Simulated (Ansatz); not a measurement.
β-phase InSe (model structure): properties by level of theory

```tsv
level (code)	lattice parameter a (Å)	lattice parameter c (Å)
PBEsol (Ansatz)	4.006	17.001
PBE-D3(BJ) (Ansatz)	4.032	…
PBE-D4 (Ansatz)	…	16.733
rVV10 (Ansatz)	…	…
r²SCAN (Ansatz)	4.043	…
r²SCAN+rVV10 (Ansatz)	…	…
```

**Question.** Complete the blanks.

**Answer.** 
- PBE-D3(BJ) (Ansatz, a quantum-chemistry and plane-wave program), lattice parameter c (Å): 16.768
- PBE-D4 (Ansatz), lattice parameter a (Å): 4.028
- rVV10 (Ansatz), lattice parameter a (Å): 4.108
- rVV10 (Ansatz), lattice parameter c (Å): 16.889
- r²SCAN (Ansatz), lattice parameter c (Å): 17.438
- r²SCAN+rVV10 (Ansatz), lattice parameter a (Å): 4.016
- r²SCAN+rVV10 (Ansatz), lattice parameter c (Å): 16.927

Ansatz's density-functional and Hartree–Fock values are scalar-relativistic unless marked +SOC, with PAW data made under PBE.

A model structure was made by putting elements into a prototype or built by hand; it is no filed structure, need not be a known phase, and can be a saddle point held by its symmetry.
